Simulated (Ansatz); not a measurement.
The cell is made up: elements placed on another compound's structure type, so the phase may be hypothetical.

Tunnelling through a barrier is set by its complex band structure: the current falls as exp(−2κd) with the smallest κ.

Input:

```yaml
crystal:
  lattice:
    - [4.71232, 0.00000, 0.00000]
    - [0.00000, 11.84160, 0.00000]
    - [0.00000, 0.00000, 4.95007]
  atoms:
    - { symbol: Zr, position: [0.50000, 0.66610, 0.75000] }
    - { symbol: Zr, position: [0.50000, 0.33390, 0.25000] }
    - { symbol: Zr, position: [0.00000, 0.83390, 0.25000] }
    - { symbol: Zr, position: [0.00000, 0.16610, 0.75000] }
    - { symbol: Ti, position: [0.50000, 0.92724, 0.75000] }
    - { symbol: Ti, position: [0.50000, 0.07276, 0.25000] }
    - { symbol: Ti, position: [0.00000, 0.57276, 0.25000] }
    - { symbol: Ti, position: [0.00000, 0.42724, 0.75000] }
    - { symbol: O, position: [0.26888, 0.94728, 0.42812] }
    - { symbol: O, position: [0.73112, 0.05272, 0.57188] }
    - { symbol: O, position: [0.23112, 0.55272, 0.92812] }
    - { symbol: O, position: [0.76888, 0.44728, 0.07188] }
    - { symbol: O, position: [0.76888, 0.55272, 0.57188] }
    - { symbol: O, position: [0.23112, 0.44728, 0.42812] }
    - { symbol: O, position: [0.73112, 0.94728, 0.07188] }
    - { symbol: O, position: [0.26888, 0.05272, 0.92812] }
    - { symbol: O, position: [0.22100, 0.31221, 0.91476] }
    - { symbol: O, position: [0.77900, 0.68779, 0.08524] }
    - { symbol: O, position: [0.27900, 0.18779, 0.41476] }
    - { symbol: O, position: [0.72100, 0.81221, 0.58524] }
    - { symbol: O, position: [0.72100, 0.18779, 0.08524] }
    - { symbol: O, position: [0.27900, 0.81221, 0.91476] }
    - { symbol: O, position: [0.77900, 0.31221, 0.58524] }
    - { symbol: O, position: [0.22100, 0.68779, 0.41476] }
```

Space group of this cell: Pbcn. The cell was relaxed by PBE-D3(BJ); by r2SCAN its mean pressure is -0.7 GPa.

Transport runs along the normal of the first two printed cell vectors.

No gap correction and no spin-orbit coupling; mid-gap values are interpolated between computed energies.

### Question
Predict the band gap and the smallest decay constant κ at mid-gap from Ansatz (a quantum-chemistry and plane-wave program) with r2SCAN.

### Answer
Gap 3.57 eV on a 6×4×6 mesh; κ = 0.389 1/Å, at the zone centre.
